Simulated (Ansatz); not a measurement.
The parent structure is Al₂Cu (space group I4/mcm, No. 140; a = 6.059 Å, c = 4.874 Å).

Calculations: DFT with PBE, PAW potentials and a 420 eV plane-wave cutoff in Ansatz (a program for electronic structure), no SOC, earlier PAW set.

Before the change:

```
Property    Value
--------  -------
Pressure  0.0 GPa
Band gap     zero
```

One thing is altered: the cell is scaled by 1.0122 in all directions, atoms relaxed at fixed cell.

### Question
How does this affect the pressure?

### Answer
The pressure (mean of the normal stresses, compression positive) goes from zero to -3.3 GPa.

### Question
Estimate the effect on the band gap.

### Answer
The band gap remains zero.

### Question
What does the calculation give for the energy relative to the base after the change?

### Answer
The energy increases by 6.0 meV/atom.

The cells carry an imposed strain or load. Whether these cells are dynamically stable was not tested. The final runs are not spin-polarised.
